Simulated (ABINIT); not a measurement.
**How a calculation on BaGa2H2 (P-3m1, 5 atoms in the cell) responds to its settings**

```
Ba(GaH)2
1.0
    4.59906     0.00000     0.00000
   -2.29953     3.98291     0.00000
    0.00000     0.00000     5.06051
Ba Ga H
1 2 2
Direct
  0.00000   0.00000   0.00000
  0.33333   0.66667   0.46883
  0.66667   0.33333   0.53117
  0.33333   0.66667   0.13291
  0.66667   0.33333   0.86709
```

Base run A: PBEsol, PAW (JTH v2.0 PBE PAW, files made for PBE) (ABINIT 10.0.3), self-consistent single point.

Its settings: pseudos = [Ba.GGA_PBE-JTH.xml, Ga.GGA_PBE-JTH.xml, H.GGA_PBE-JTH.xml]; ecut = 30 Ha; pawecutdg = 60 Ha; pawxcdev = 0; ixc = -116133; occopt = 6; tsmear = 0.05 eV; ngkpt = 5 5 4; nshiftk = 1; shiftk = 0 0 0; potentials = JTH v2.0 PBE PAW; nband = 25; kptopt = 1; nstep = 80; tolvrs = 1e-10.

The starting cell comes from a database of computed structures (which also holds hypothetical and non-ambient phases and stackings), without a prior relaxation at this level. Its lattice was rescaled by a random factor within 2.5 % of one. The potentials were made for another functional than the one used. In the base run, with a pressure of about -4 GPa the cell is away from its equilibrium volume at this level.

ΔF is the free energy per atom less that of run A. 

Run A gave: pressure (GPa) -3.56; largest force (eV/Å) 0.027; iterations 13.

Runs:
- B: wfoptalg: default → 114; paral_kgb: default → 1; bandpp: default → 1
- C: istwfk: default → *1; wfoptalg: default → 1; paral_kgb: default → 1
- D: rmm_diis: default → 1
- E: wfoptalg: default → 0

Question: Which runs reach the base run's state, and which is quickest in iterations?

Answer: Runs B, C, D, E reached the same state as A (within 1 meV/atom). The fewest iterations to that state were 12 (B); the most were 45.

```csv
run,ΔF (meV/atom),pressure (GPa),largest force (eV/Å),iterations
A,0.00,-3.56,0.027,13
B,0.00,-3.56,0.027,12
C,0.00,-3.56,0.027,45
D,0.00,-3.57,0.027,13
E,0.00,-3.56,0.027,14
```
